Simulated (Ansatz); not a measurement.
Start from SnSe2 in the CdI2 type structure (space group P-3m1, No. 164; a = 3.8402 Å, c = 6.0066 Å; layered, stacked along the Cartesian z axis). Axes: x lies along a and z along c of the hexagonal cell.

Computed with PBE-D3(BJ)/PAW in Ansatz (a first-principles code), no SOC.

Modification: the cell is compressed by 2.50 % along z with no lateral relaxation; the atoms relax in the strained cell.

Q: Predict the stress tensor and what it implies for the stiffness.

A: Stress of the strained cell less that of the base (GPa, compression positive):
```
   0.54    0.00    0.00
   0.00    0.54    0.00
   0.00    0.00    0.88
```

Then −Δσ_ii/ε with ε = -0.0250 gives secant stiffness values (nonlinear terms included at this strain): C33 ≈ 35 GPa, C13 ≈ 22 GPa and C23 ≈ 22 GPa.

Whether these cells are dynamically stable was not tested.
